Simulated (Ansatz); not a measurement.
The parent structure is HfPbO3 in the cubic perovskite structure (space group Pm-3m, No. 221; a = 4.1189 Å; a cell from a computed database, its experimental status unchecked). Axes: x, y, z lie along the cube axes.

The change: tensor shear ε_xy = +0.29 % (engineering shear γ = 0.0058); the atoms relax in the strained cell.

Levels (all Ansatz, a program for electronic structure, PAW): PBEsol (420 eV, no spin-orbit coupling); PBEsol+SOC (420 eV, spin-orbit coupling included).

The geometry is relaxed with PBEsol.

- PBEsol band gap: 2.37 eV
- PBEsol hole mass: 0.25 mₑ along k, 0.80 mₑ across (at S)
- PBEsol pressure: -0.01 GPa

With PBEsol+SOC at the same geometry, the band gap shrinks by 0.35 eV, from 2.37 eV to 2.02 eV; the hole mass changes from 0.25 mₑ along k, 0.80 mₑ across (at S) to 0.23 mₑ along k, 0.78 mₑ across (at S); the pressure falls by 0.19 GPa to -0.20 GPa.

Single points use the geometry relaxed with PBEsol. Differences between runs with and without spin-orbit coupling are approximate. With Hf and Pb present, leaving out spin-orbit coupling can change the band edges. Masses are band curvatures over ±0.01 Å⁻¹ around the edge. Along k means along the line from Γ to the band edge. No phonon test of stability was made. Many cubic perovskites are stable only at high temperature; tilts and polar distortions were not tested.
